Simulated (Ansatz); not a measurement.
Start from Ge in the diamond structure (space group Fd-3m, No. 227; a = 5.676 Å).

Method: PBEsol, PAW, 420 eV (Ansatz, a quantum-chemistry and plane-wave program; scalar-relativistic without spin-orbit coupling).

Base values:

* **Band gap**: zero
* **Pressure**: 0.0 GPa

Perturbation: the cell is scaled by 1.0250 in all directions; the atoms relax in the strained cell.

Question: What happens to the energy relative to the base?

Answer: The energy rises by 25 meV/atom.

Question: How does this affect the band gap?

Answer: The band gap is still zero.

Question: Estimate the effect on the pressure.

Answer: The pressure goes from zero to -4.2 GPa.

Whether these cells are dynamically stable was not tested. A zero or small gap of Ge can be the functional's error rather than a property of the material.
